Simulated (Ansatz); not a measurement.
Effect of Li vacancy, symmetric start on LiH

The reference is a 16-atom supercell of LiH in the rock salt structure (space group Fm-3m, No. 225; a = 4.007 Å) at its relaxed geometry.

It is then changed as follows: one Li atom is removed, atoms relaxed at fixed cell.

Level of theory: DFT with PBE, PAW potentials and a 420 eV plane-wave cutoff in Ansatz (a first-principles code), no spin-orbit coupling. k-mesh 5×5×5 (Γ-centred); smearing 0.01 eV (Fermi–Dirac).

```csv
quantity,base,changed,shift
pressure,0.0 GPa,-0.8 GPa,-0.8 GPa
energy gained by relaxation,–,0.08 eV,–
largest displacement of a host atom from its site in the perfect cell,–,0.10 Å,–
mean distance from the defect site to its nearest host atoms,2.00 Å,2.10 Å,+0.10 Å
```

Other magnetic orders, which the real material may have, were not ruled out. The cell is small, so the values are those of an ordered compound at a high defect concentration; dilute-limit values will differ. A case with no gap was solved on a k-mesh chosen for an insulator, which is coarse for it. The defect started on the symmetric site and kept its symmetry, so it may sit on a saddle. The defect cell is spin-polarised and ends with 0.5 μB, a fractional moment that hangs on the mesh and smearing.
